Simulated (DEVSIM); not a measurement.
Structure: abrupt Si p-n junction, at 250 K.

```tsv
layer (left to right)	material	thickness (μm)	Nd (cm⁻³)	Na (cm⁻³)	τn (s)	τp (s)
1	Si	4.10	-	3.8e17	9.3e-7	3.1e-6
2	Si	0.510	1.4e16	-	3.1e-6	3.1e-6
```

Left contact: ohmic. Right contact: ohmic. Voltage is applied to the left contact. Recombination: SRH at mid-gap, Auger. Gap narrowing is on: ΔEg = 6.92 meV × (l + √(l² + 0.5)), l = ln(N/1.3e17 cm⁻³), shared equally by both band edges. Mobility is constant in doping.

This is a model device: material constants are rounded textbook-type values typed into the input, and sizes, dopings and lifetimes were drawn at random. Values at 300 K; Nc and Nv go as T^1.5, mobilities as T to minus their exponent, the gap by Varshni's rule with the affinity fixed.

```csv
parameter,Si
gap (eV),1.124
affinity (eV),4.05
permittivity,11.7
Nc (cm⁻³),2.86e19
Nv (cm⁻³),3.1e19
μn (cm²/Vs),1417
μp (cm²/Vs),470
T exponent of μn,2.3
T exponent of μp,2.2
Cn (cm⁶/s),2.8e-31
Cp (cm⁶/s),9.9e-32
Varshni α (eV/K),0.000473
Varshni β (K),636
```

Model (solved in DEVSIM): 1D drift-diffusion, Boltzmann statistics, complete ionisation; no tunnelling, impact ionisation, image-force lowering or self-heating.

### Question
Tabulate band edges, carrier densities and field at zero bias.

### Answer
Energies count from the Fermi level of the right contact; mesh points crowd at the junctions.

| x (μm) | Ec (eV) | Ev (eV) | n (cm⁻³) | p (cm⁻³) | field (V/cm) |
|---|---|---|---|---|---|
| 0.000 | 1.031 | -0.089 | < 1e2 | 3.8e17 | ≈ 0 |
| 0.02020 | 1.031 | -0.089 | < 1e2 | 3.8e17 | ≈ 0 |
| 0.05718 | 1.031 | -0.089 | < 1e2 | 3.8e17 | ≈ 0 |
| 0.1311 | 1.031 | -0.089 | < 1e2 | 3.8e17 | ≈ 0 |
| 0.3238 | 1.031 | -0.089 | < 1e2 | 3.8e17 | ≈ 0 |
| 0.6131 | 1.031 | -0.089 | < 1e2 | 3.8e17 | ≈ 0 |
| 1.143 | 1.031 | -0.089 | < 1e2 | 3.8e17 | ≈ 0 |
| 2.496 | 1.031 | -0.089 | < 1e2 | 3.8e17 | ≈ 0 |
| 3.235 | 1.031 | -0.089 | < 1e2 | 3.8e17 | ≈ 0 |
| 3.639 | 1.031 | -0.089 | < 1e2 | 3.8e17 | ≈ 0 |
| 3.859 | 1.031 | -0.089 | < 1e2 | 3.8e17 | ≈ 0 |
| 4.011 | 1.031 | -0.089 | < 1e2 | 3.8e17 | ≈ 0 |
| 4.062 | 1.031 | -0.089 | < 1e2 | 3.8e17 | -250 |
| 4.090 | 1.017 | -0.103 | < 1e2 | 2.0e17 | -21000 |
| 4.113 | 0.910 | -0.225 | < 1e2 | 6.7e14 | -56000 |
| 4.145 | 0.740 | -0.395 | 26000 | 2.6e11 | -49000 |
| 4.199 | 0.509 | -0.627 | 1.2e9 | 5500000 | -38000 |
| 4.291 | 0.252 | -0.883 | 1.8e14 | < 1e2 | -18000 |
| 4.462 | 0.159 | -0.976 | 1.3e16 | < 1e2 | -270 |
| 4.536 | 0.158 | -0.977 | 1.4e16 | < 1e2 | -26 |
| 4.581 | 0.158 | -0.977 | 1.4e16 | < 1e2 | ≈ 0 |
| 4.610 | 0.158 | -0.977 | 1.4e16 | < 1e2 | ≈ 0 |
